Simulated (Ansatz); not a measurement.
(Al,Ti)N: Al₃TiN₄

A 16-atom cell of (Al,Ti)N started in the rock salt structure, site fractions Al 0.750, Ti 0.250, short-range order -0.11 among the nearest mixed sites of the first mixed sublattice (0 is random, a negative value favours unlike neighbours), space group Cmmm at the end, an ordered arrangement that its symmetry holds.

Calculation: PBE (plane waves to 420 eV, PAW; Ansatz, a first-principles code). Scalar-relativistic, without spin–orbit coupling; the runs are not spin-polarised. Its k-point mesh 5×5×5, Fermi–Dirac width 0.05 eV.

```
Quantity                                                                                         Value
--------------------------------------------------------  --------------------------------------------
volume per atom                                                                                8.81 Å³
Al–N bonds (within 1.22 times the sum of covalent radii)  2.050 Å on average, from 2.012 to 2.069 (36)
N–Ti bonds (within 1.22 times the sum of covalent radii)  2.114 Å on average, from 2.106 to 2.118 (12)
```

```
CELL_PARAMETERS angstrom
      0.00000     4.09810     4.09810
      4.13431    -0.03049     4.12860
      4.13431     4.12860    -0.03049
ATOMIC_POSITIONS crystal
  Al 0.00000 0.00000 0.00000
  Ti 0.00000 0.00000 0.50000
  Al 0.00000 0.50000 0.00000
  Al 0.00000 0.50000 0.50000
  Al 0.50000 0.00000 0.00000
  Ti 0.50000 0.00000 0.50000
  Al 0.50000 0.50000 0.00000
  Al 0.50000 0.50000 0.50000
  N  0.25000 0.26268 0.23732
  N  0.24524 0.25476 0.75475
  N  0.25476 0.74525 0.24524
  N  0.25000 0.73732 0.76268
  N  0.75000 0.26268 0.23732
  N  0.74524 0.25476 0.75475
  N  0.75476 0.74525 0.24524
  N  0.75000 0.73732 0.76268
```
